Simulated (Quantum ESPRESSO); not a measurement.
## How far to go with shifted k-point meshes: Mg (P-3m1, 2 atoms in the cell)

```
CELL_PARAMETERS angstrom
      3.20037     0.00000     0.00000
     -1.60018     2.77160     0.00000
      0.00000     0.00000     5.19437
ATOMIC_POSITIONS crystal
  Mg 0.33333 0.66667 0.25963
  Mg 0.66667 0.33333 0.75000
```

Method of the run: LDA (PZ), GBRV 1.5 ultrasoft (LDA) pseudopotentials (plane waves; Quantum ESPRESSO).

Base settings: ecutwfc = 40 Ry; ecutrho = 200 Ry; occupations = smearing; smearing = fd; degauss = 0.0073499 Ry; potentials = {Mg: mg_lda_v1.4.uspp.F.UPF}; K_POINTS = automatic 8 8 5 0 0 0; conv_thr = 1e-11 Ry; mixing_beta = 0.7.

Only quantities that move along the ladder and can be compared are tabulated.

The count of work is k-points × plane waves × bands × iterations; it is no time. Core times come from one kind of shared machine, to one figure; runs under 30 s give none.

The starting cell has typed, rounded lattice constants, without a prior relaxation at this level. Its lattice was rescaled by up to half a per cent. One atom was moved a little off its site on purpose.

```csv
K_POINTS,free energy less the last step's (meV/atom),pressure (GPa),largest difference of a force vector from the last step's (eV/Å),count of work / last,core time / last (rough)
automatic 2 2 1 1 1 1,-818.85,-5.12,0.159,0.0016,–
automatic 2 2 2 1 1 1,-190.99,-3.15,0.132,0.0023,–
automatic 3 3 2 1 1 1,-10.96,-2.87,0.018,0.0052,–
automatic 4 4 2 1 1 1,-46.24,-2.74,0.017,0.0088,–
automatic 4 4 3 1 1 1,-3.82,-2.48,0.030,0.014,–
automatic 6 6 3 1 1 1,-20.04,-2.33,0.005,0.029,–
automatic 7 7 4 1 1 1,-2.08,-2.24,0.002,0.049,–
automatic 8 8 5 1 1 1,8.70,-2.08,0.000,0.081,–
automatic 10 10 6 1 1 1,0.36,-2.15,0.000,0.15,–
automatic 12 12 7 1 1 1,-0.01,-2.15,0.000,0.24,0.3
automatic 15 15 8 1 1 1,-0.11,-2.15,0.001,0.42,0.4
automatic 19 19 10 1 1 1,-0.56,-2.16,0.000,0.84,0.4
automatic 21 21 11 1 1 1,0.00,-2.16,0.000,1.0,1
```

Coarsest K_POINTS that holds the free energy within 5 meV/atom of the last step, with all finer ones: automatic 10 10 6 1 1 1, at 0.15 of the last step's count of work; the step before is off by 8.7 meV/atom.

Coarsest K_POINTS that holds the pressure within 0.2 GPa of the last step, with all finer ones: automatic 6 6 3 1 1 1, at 0.029 of the last step's count of work; the step before is off by 0.32 GPa.

Coarsest K_POINTS that holds the forces within 0.02 eV/Å of the last step, with all finer ones: automatic 6 6 3 1 1 1, at 0.029 of the last step's count of work; the step before is off by 0.030 eV/Å.
